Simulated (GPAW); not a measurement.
## Predicting one run from its neighbours: the energy against the mesh, InP (R3m, 2 atoms in the cell)

```xyz
2
Lattice="0.0000 2.9262 2.9262 2.9262 0.0000 2.9262 2.9262 2.9262 0.0000" Properties=species:S:1:pos:R:3 pbc="T T T"
In     0.0289     0.0289     0.0289
P      1.4631     1.4631     1.4631
```

Level of theory: LDA (Perdew-Wang 92), GPAW PAW datasets LDA (gpaw-data 1.0.1) (plane waves; GPAW).

Base settings: mode = pw; ecut = 550 eV; xc = LDA; kpts = 5 5 5; mesh shift (steps) = 0 0 0; occupations.name = fermi-dirac; occupations.width = 0.02 eV; nbands = -4; convergence.density = 1e-05 e/electron; convergence.bands = -2.

The last step of the ladder, which sets the zero, is kpts = 19 19 19.

The starting cell has typed, rounded lattice constants, without a prior relaxation at this level. Its lattice was rescaled by up to half a per cent. One atom was moved a little off its site on purpose.

In a gapped crystal the sum over the mesh converges exponentially with the size of the supercell that the mesh stands for: ln(ΔF) = a + b·N.

| kpts | divisions along the first axis | F less the last step's (meV/atom) | ln of it |
|---|---|---|---|
| 4 4 4 | 4 | 61.90 | 4.126 |
| 5 5 5 | 5 | 20.46 | 3.018 |
| 6 6 6 | 6 | 7.63 | 2.032 |
| 7 7 7 | 7 | ? | ? |
| 8 8 8 | 8 | 1.39 | 0.329 |

**Question.** Fit the line to the 4 rows given and predict the withheld one.

**Answer.** Means: x̄ = 5.7500, ȳ = 2.3763. Σ(x − x̄)(y − ȳ) = -8.236 and Σ(x − x̄)² = 8.750, so b = -0.9412 and a = ȳ − b·x̄ = 7.7882; each further division cuts the miss by a factor of 2.6. The largest residual of the fitted rows is 0.11. At x = 7 the line gives 1.200, that is 3.32 meV/atom. The run gave 3.13 meV/atom, a miss of 0.19 meV/atom (6 %). The table is a window of a longer ladder. The rows were chosen because the form fits them, the withheld one included, so this shows the method and is no test of the form.

Left out of this page: 9 runs of the series outside the window shown, repeating another row's setting, or not comparable.
